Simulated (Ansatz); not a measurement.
Given:

```yaml
crystal:
  lattice:
    - [0.00000, 3.13172, 3.13172]
    - [3.13172, 0.00000, 3.13172]
    - [3.13172, 3.13172, 0.00000]
  atoms:
    - { symbol: As, position: [0.75000, 0.75000, 0.75000] }
    - { symbol: In, position: [0.00000, 0.00000, 0.00000] }
```

No spin polarisation.

Calculations: PBEsol/PAW in Ansatz (a quantum-chemistry and plane-wave program), no SOC. k-mesh 9×9×9 (Γ-centred); smearing 0.05 eV (Fermi–Dirac).

**Question.** What is the computed band gap?

**Answer.** Zero.

**Question.** Estimate the pressure.

**Answer.** -3.9 GPa.

**Question.** What space group does the calculation give?

**Answer.** F-43m (No. 216).

The mesh was chosen for an insulator and is coarse for the gapless case. The cells carry an imposed strain or load. Whether these cells are dynamically stable was not tested. All final runs are without spin polarisation. The cell was made from InAs in the zinc blende structure (space group F-43m, No. 216) by this change: isotropic strain +2.90 %. A zero or small gap of InAs can be the functional's error rather than a property of the material.
